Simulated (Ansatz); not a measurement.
Response to strain in SiC

Start from SiC in the wurtzite structure (space group P6_3mc, No. 186; a = 3.092 Å, c = 5.074 Å). Axes: x lies along a and z along c of the hexagonal cell.

Strains are applied to the cell and any free atomic positions relax; under biaxial strain the out-of-plane vector relaxes too.

Computed with PBE, PAW, 420 eV (Ansatz, a program for electronic structure; no spin-orbit coupling).

```json
[
 {"biaxial strain, plane normal [001], relaxed out of plane (%)": "-3", "out-of-plane strain (%)": "0.61"},
 {"biaxial strain, plane normal [001], relaxed out of plane (%)": "-2.4", "out-of-plane strain (%)": "0.48"},
 {"biaxial strain, plane normal [001], relaxed out of plane (%)": "-1.8", "out-of-plane strain (%)": "0.36"},
 {"biaxial strain, plane normal [001], relaxed out of plane (%)": "-1.2", "out-of-plane strain (%)": "0.24"},
 {"biaxial strain, plane normal [001], relaxed out of plane (%)": "-0.6", "out-of-plane strain (%)": "?"},
 {"biaxial strain, plane normal [001], relaxed out of plane (%)": "0", "out-of-plane strain (%)": "0.00"}
]
```

Q: Fit ε⊥ = −νε + γε² (strains in %) to the rows shown and predict the withheld row.

A: Least squares on the printed values gives ν = 0.20 (the biaxial Poisson response) and γ = 0.002 (largest residual 0.00 %); this predicts 0.12 %, and the run gives 0.12 %, in agreement.

No phonon test of stability was made.
